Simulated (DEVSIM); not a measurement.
System: Co/Al2O3/p-Si capacitor, at 300 K.

```csv
layer (left to right),material,thickness (nm),Na (cm⁻³)
1,Al2O3,8.00,-
2,Si,2800,4.2e16
```

Metal gate on the left, work function 5 eV. Fixed charge at the semiconductor interface 9.5e10 cm⁻² (in units of +e); no interface traps.

This is a model device: material constants are rounded textbook-type values typed into the input, and sizes, dopings and lifetimes were drawn at random. Values at 300 K.

```tsv
parameter	Al2O3	Si
gap (eV)	6.8	1.124
affinity (eV)	1.35	4.05
permittivity	9	11.7
Nc (cm⁻³)	-	2.86e19
Nv (cm⁻³)	-	3.1e19
```

Model (solved in DEVSIM): 1D Poisson equation in equilibrium, Boltzmann statistics, complete ionisation; no quantum confinement or tunnelling. Metal contacts follow the ideal Schottky-Mott rule: no Fermi-level pinning, no interface dipoles.

Tabulate band edges, carrier densities and field at 0.5 V on the gate.

Energies count from the Fermi level of the right contact; mesh points crowd at the junctions.

```
x (μm)    Ec (eV)  Ev (eV)  n (cm⁻³)  p (cm⁻³)  field (V/cm)
--------  -------  -------  --------  --------  ------------
0.000       3.150   -3.650     < 1e2     < 1e2         77000
0.001211    3.159   -3.641     < 1e2     < 1e2         77000
0.003307    3.175   -3.625     < 1e2     < 1e2         77000
0.005795    3.194   -3.606     < 1e2     < 1e2         77000
0.007813    3.210   -3.590     < 1e2     < 1e2         77000
0.008975    0.518   -0.606    5.6e10     2.1e9         73000
0.01134     0.535   -0.589    2.9e10     4.0e9         71000
0.01970     0.593   -0.531     3.1e9    3.7e10         66000
0.03394     0.680   -0.444     1.1e8    1.1e12         57000
0.06590     0.828   -0.296    350000    3.3e14         36000
0.1356      0.945   -0.179      3800    3.1e16          3800
0.3624      0.953   -0.171      2800    4.2e16           ≈ 0
0.7819      0.953   -0.171      2800    4.2e16           ≈ 0
1.626       0.953   -0.171      2800    4.2e16           ≈ 0
2.381       0.953   -0.171      2800    4.2e16           ≈ 0
2.613       0.953   -0.171      2800    4.2e16           ≈ 0
2.719       0.953   -0.171      2800    4.2e16           ≈ 0
2.768       0.953   -0.171      2800    4.2e16           ≈ 0
2.794       0.953   -0.171      2800    4.2e16           ≈ 0
2.802       0.953   -0.171      2800    4.2e16           ≈ 0
2.806       0.953   -0.171      2800    4.2e16           ≈ 0
2.808       0.953   -0.171      2800    4.2e16           ≈ 0
```
